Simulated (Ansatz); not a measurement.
Start from TiO2 in the anatase structure (space group I4_1/amd, No. 141).

```
CELL_PARAMETERS angstrom
     -1.89941     1.89941     4.85035
      1.89941    -1.89941     4.85035
      1.89941     1.89941    -4.85035
ATOMIC_POSITIONS crystal
  Ti 0.75000 0.25000 0.50000
  Ti 0.00000 0.00000 0.00000
  O  0.54355 0.04355 0.50000
  O  0.79355 0.79355 0.00000
  O  0.20645 0.20645 0.00000
  O  0.95645 0.45645 0.50000
```

Cartesian axes are those of the cell as printed.

The values are results of PBE (Ansatz, an electronic-structure program; PAW; 420 eV plane waves; spin-orbit coupling left out), not measurements.

For the base:

The pressure is 0.00 GPa and the band gap comes out as 2.13 eV. The gap character is indirect, Γ–X (87 % along) → Γ.

Perturbation: uniaxial strain ε_zz = +0.60 %, all other strain components held at zero, atoms relaxed at fixed cell.

Predict the new pressure, band gap and gap character.

The pressure (mean of the normal stresses, compression positive) goes from zero to -0.94 GPa; the band gap rises by 0.01 eV (2.13 eV → 2.14 eV); the gap character remains indirect, Γ–X (87 % along) → Γ.

No phonon test of stability was made. All final runs are without spin polarisation.
